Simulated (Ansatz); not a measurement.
## CrCuO2 in the chalcopyrite structure (space group I-42d, No. 122; ferromagnetic; a hypothetical phase, not in the database extracts checked)

```cif
data_Cr4Cu4O8
_chemical_formula_sum 'Cu4 Cr4 O8'
_space_group_name_H-M_alt 'I-42d'
_space_group_IT_number 122
_space_group_name_Hall 'I -4 2bw'
_cell_length_a 4.38885
_cell_length_b 4.38885
_cell_length_c 9.40475
_cell_angle_alpha 90.000
_cell_angle_beta 90.000
_cell_angle_gamma 90.000
loop_
_atom_site_label
_atom_site_type_symbol
_atom_site_symmetry_multiplicity
_atom_site_Wyckoff_symbol
_atom_site_fract_x
_atom_site_fract_y
_atom_site_fract_z
_atom_site_occupancy
Cu1 Cu 4 a 0.00000 0.00000 0.00000 1
Cr1 Cr 4 b 0.00000 0.00000 0.50000 1
O1 O 8 d 0.27778 0.25000 0.12500 1
```
(The calculation used a cell of 8 atoms; values per cell refer to that cell.)

The values are results of PBEsol, PAW, 420 eV (Ansatz, an electronic-structure program; no spin-orbit coupling), earlier PAW set, not measurements. Γ-centred 14×14×14 mesh, Fermi–Dirac width 0.05 eV.

| Quantity | Value |
|---|---|
| Volume per atom | 11.32 Å³ |
| Density | 5.41 g/cm³ |
| Band gap | zero |
| Magnetic state | ferromagnetic |
| Total energy | -2764.684 eV/atom (σ→0; compares only within this code and set-up) |

Stability against distortions was not tested. No Hubbard U is applied and the magnetic state is the run's own (CrCuO2 ferromagnetic); other magnetic orders, which need larger cells, were not tried and can change the gap.
